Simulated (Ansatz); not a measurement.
**Si: response to strain**

Consider Si in the diamond structure (space group Fd-3m, No. 227; a = 5.444 Å). Axes: x, y, z lie along the cube axes.

Strains are applied to the cell and any free atomic positions relax; under biaxial strain the out-of-plane vector relaxes too.

Level of theory: r2SCAN/PAW in Ansatz (a program for electronic structure), no spin-orbit coupling, earlier PAW set.

Candidates:
(a) biaxial strain −1.51 %, plane normal [001], relaxed out of plane
(b) biaxial strain −1.04 %, plane normal [001], relaxed out of plane
(c) strain tensor (xx, yy, zz, yz, xz, xy) = (+0.24, −0.67, +0.26, +0.71, +1.31, +0.44) %
(d) isotropic strain +0.79 %
(e) tensor shear ε_xz = −0.50 %

For the base:

| Quantity | Result |
|---|---|
| Band gap | 0.78 eV |

Problem. Order them by band gap, highest first.

Solution. (d) isotropic strain +0.79 % (0.82 eV), (e) tensor shear ε_xz = −0.50 % (0.73 eV), (b) biaxial strain −1.04 %, plane normal [001], relaxed out of plane (0.65 eV), (a) biaxial strain −1.51 %, plane normal [001], relaxed out of plane (0.59 eV), (c) strain tensor (xx, yy, zz, yz, xz, xy) = (+0.24, −0.67, +0.26, +0.71, +1.31, +0.44) % (0.55 eV)

Stability against distortions was not tested.
